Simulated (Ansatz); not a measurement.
PbF2 (Pnma, No. 62)

Calculation: LDA (plane waves, PAW; Ansatz, an electronic-structure program).

Settings: plane-wave cutoff 500 eV, 6×10×6 k mesh (along the axes of the cell as run), gaussian smearing 0.02 eV, scalar-relativistic PAW data made under PBE.

Cell (relaxed at this level):

```yaml
crystal:
  lattice:
    - [6.27151, 0.00000, 0.00000]
    - [0.00000, 3.79074, 0.00000]
    - [0.00000, 0.00000, 7.52543]
  atoms:
    - { symbol: Pb, position: [0.25499, 0.25000, 0.88999] }
    - { symbol: Pb, position: [0.74501, 0.75000, 0.11001] }
    - { symbol: Pb, position: [0.24501, 0.75000, 0.38999] }
    - { symbol: Pb, position: [0.75499, 0.25000, 0.61001] }
    - { symbol: F, position: [0.46983, 0.25000, 0.15722] }
    - { symbol: F, position: [0.53017, 0.75000, 0.84278] }
    - { symbol: F, position: [0.03017, 0.75000, 0.65722] }
    - { symbol: F, position: [0.96983, 0.25000, 0.34278] }
    - { symbol: F, position: [0.64016, 0.75000, 0.43604] }
    - { symbol: F, position: [0.35984, 0.25000, 0.56396] }
    - { symbol: F, position: [0.85984, 0.25000, 0.93604] }
    - { symbol: F, position: [0.14016, 0.75000, 0.06396] }
```

```yaml
band_gap: 4.06 eV (on the SCF k mesh)
```

Note: the volume lies 7 % below that of the published cell.

Spin–orbit coupling is not included; with these elements it can move the gap by several tenths of an eV or more.

Computed values are for the static lattice.

Computing time: about 14 core-minutes (a rough figure).
